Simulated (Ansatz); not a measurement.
## Hypothetical diamond Os, pressure series

The parent structure is Os in the diamond structure (space group Fd-3m, No. 227; a = 5.5012 Å; a hypothetical phase, not in the database extracts checked).

Cell and atoms are relaxed at each pressure.

The values are results of PBEsol, PAW, 420 eV (Ansatz, an electronic-structure program; without spin-orbit coupling), not measurements.

| pressure (GPa) | volume per atom (Å³/atom) |
|---|---|
| -2 | 21.002 |
| -1 | 20.906 |
| 0 | 20.810 |
| 0.3 | 20.783 |
| 0.7 | 20.746 |
| 1.5 | 20.674 |
| 3 | ? |
| 7.5 | 20.170 |
| 10 | 19.979 |

Fit the third-order Birch–Murnaghan form P(V) = (3B₀/2)[(V₀/V)^(7/3) − (V₀/V)^(5/3)]·[1 + (3/4)(B₀′ − 4)((V₀/V)^(2/3) − 1)] (squares taken in P) to the rows shown and predict the withheld row.

Least squares on the printed values gives V₀ = 20.811 Å³/atom, B₀ = 223 GPa, B₀′ = 4.6; this predicts 20.541 Å³/atom, and the run gives 20.542 Å³/atom, in agreement.

Load acts through the strain it causes; cell and atoms are relaxed under it. Stability against distortions was not tested. No other phases were tried under pressure. All final runs are without spin polarisation.
